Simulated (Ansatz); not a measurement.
Defect: Sc-vacancy pair (Sc on one host Ga site, one Ga site vacant) in zinc-blende GaAs, charge state -3. These are PBE, PAW (plane waves to 420 eV; Ansatz, a quantum-chemistry and plane-wave program) values and carry that method's errors.

Cell of 64 host sites held at the relaxed PBE lattice; one k-point at (0.250, 0.250, 0.250); Fermi-Dirac width 0.05 eV, spin-restricted; finite-size errors left in. Static, classical nuclei. PBE gaps are too small, and in this host the defect's levels may merge with the bands. The charge state is imposed; whether it is stable for some Fermi level was not computed. Forms of the defect that were not tried may lie lower.

Barriers: single points on a 2×2×2 k-point mesh shifted by half a step at the bands' geometries (they differ from the bands' own by up to 0.08 eV, and are uncertain by about as much).

The step: a nearby Ga atom hops onto the vacant site (Sc-vacancy distance between ideal sites 4.06 → 7.04 Å). Atoms about the jump, Cartesian Å from the middle of the jump, before and after:

```
atom     x0     y0     z0     x1     y1     z1
----  -----  -----  -----  -----  -----  -----
Ga1   -1.37  -0.01   1.36   1.37   0.01  -1.36
As2    0.14   1.20  -0.16  -0.17   1.19   0.14
As3    0.06  -1.19  -2.55  -0.09  -1.46  -2.79
As4    0.01  -1.52   2.84  -0.17  -1.43   2.70
As5   -2.86  -1.52   0.01  -2.66  -1.29   0.25
As6    2.72  -1.44  -0.19   2.85  -1.53   0.00
Sc7    1.45  -2.74  -4.09   1.48  -2.91  -4.25
```

Question: Predict the transition state.

Answer: 
```tsv
atom	x	y	z
Ga1	-0.09	-0.54	0.10
As2	-0.51	1.78	0.51
As3	-0.03	-1.26	-2.46
As4	0.09	-1.56	2.64
As5	-2.71	-1.47	0.03
As6	2.69	-1.48	0.00
Sc7	1.43	-2.69	-4.07
```
It lies 1.56 eV above the start and 1.56 eV above the end. The saddle point's order was not checked.
